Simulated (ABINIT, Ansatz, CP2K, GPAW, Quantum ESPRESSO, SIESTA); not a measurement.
# AlCo (Pm-3m, 2 atoms in the cell) computed with different codes at matched settings

Self-consistent single point.

```yaml
crystal:
  lattice:
    - [2.79515, 0.00000, 0.00000]
    - [0.00000, 2.79515, 0.00000]
    - [0.00000, 0.00000, 2.79515]
  atoms:
    - { symbol: Al, position: [0.00000, 0.00000, 0.00000] }
    - { symbol: Co, position: [0.50000, 0.50000, 0.50000] }
```

All programs got the same cell, k-point mesh and kind of occupations (in Ansatz's words: kpoints.mp_grid.grid = 9 9 9; scf.occupations.method = gaussian; scf.occupations.width = 0.272 eV); potentials, basis and cutoffs are each program's usual ones.

| code | model | pressure (GPa) | k-points | cutoff |
|---|---|---|---|---|
| Ansatz | PBE, default PAW files | 12.32 | 35 | 420 eV |
| CP2K | PBE, GPW, DZVP-MOLOPT-SR-GTH basis, GTH-PBE potentials (GTH_POTENTIALS) | 10.40 | 365 | grid 600 Ry |
| Quantum ESPRESSO | PBE, PseudoDojo standard norm-conserving (PBE) pseudopotentials | 12.31 | 35 | 100 Ry |
| GPAW | PBE, GPAW PAW datasets PBE (gpaw-data 1.0.1) | 13.81 | 35 | 850 eV |
| SIESTA | GGA PBE, numerical atomic orbitals DZP, PseudoDojo PBE standard norm-conserving potentials (rewritten from UPF to PSML) | 10.75 | 365 | grid 350 Ry |
| ABINIT | PBE, PAW (JTH v2.0 PBE PAW) | 12.29 | 35 | 60 Ry |

The spread over the programs that give each value: pressure within 3.41 GPa.

The starting cell comes from a database of computed structures (which also holds hypothetical and non-ambient phases and stackings), without a prior relaxation at this level. Its lattice was rescaled by a random factor within 2.5 % of one. On Ansatz's run: Spin polarisation is off. In the base run, with a pressure of about 12 GPa the cell is away from its equilibrium volume at this level.

Why do the programs differ, and what cannot be compared?

Differences of this kind can come from the potentials, where these differ, and from what each basis and cutoff leave unconverged. The valence holds different numbers of electrons (Ansatz (a first-principles code) 20, CP2K 20, Quantum ESPRESSO 20, GPAW 12, SIESTA 20, ABINIT 20). The zero of total energies and Fermi levels follows the potentials and each program's conventions, so they are not compared here. CP2K and SIESTA use small atom-centred bases, whose incompleteness enters pressures, forces and empty levels differently from a plane-wave cutoff. Ansatz's pressure is given at a fixed set of plane waves, as the other plane-wave codes print theirs; with its correction for the finite basis it is 12.44 GPa. The programs reduce the same mesh by symmetry to different extents, which changes the work and not the result. In the pressure, CP2K (by 1.92), GPAW (by 1.49) and SIESTA (by 1.57) lie more than 1 GPa from the median of the plane-wave programs.

Left out of this page: Elk and FLEUR (not drawn, or without a comparable value).

Keys are those of Ansatz 0.2.
